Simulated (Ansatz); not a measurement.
Consider CdS in the wurtzite structure (space group P6_3mc, No. 186; a = 4.124 Å, c = 6.708 Å).

All numbers come from PBEsol in Ansatz (plane waves to 420 eV, PAW, no spin-orbit coupling).

One change was made to it. Results:

| quantity | base | after |
|---|---|---|
| lattice parameter a | 4.124 Å | 4.080 Å |
| mean gap deformation potential ΔEg/Δln V | – | -2.1 eV |
| valence-band top at Γ (three highest levels, from the VBM) | 0.00, 0.00, -0.05 eV | 0.00, 0.00, -0.06 eV |

Task: Which of these changes matches the shifts?
A) pressure 2.1 GPa
B) pressure 4.5 GPa
C) pressure −2 GPa

Result: A, pressure 2.1 GPa. For comparison, the lattice parameter a in the other runs: pressure −2 GPa gives 4.173 Å; pressure 4.5 GPa gives 4.036 Å.

Load acts through the strain it causes; cell and atoms are relaxed under it. Whether these cells are dynamically stable was not tested. Measured, CdS leaves this structure (for rock salt) near 2.54 GPa (temperature not stated; as listed in Datta, Sujoy, Jana, Debnarayan, arXiv (2020)), on rising pressure, with hysteresis.

Ansatz is a first-principles code.
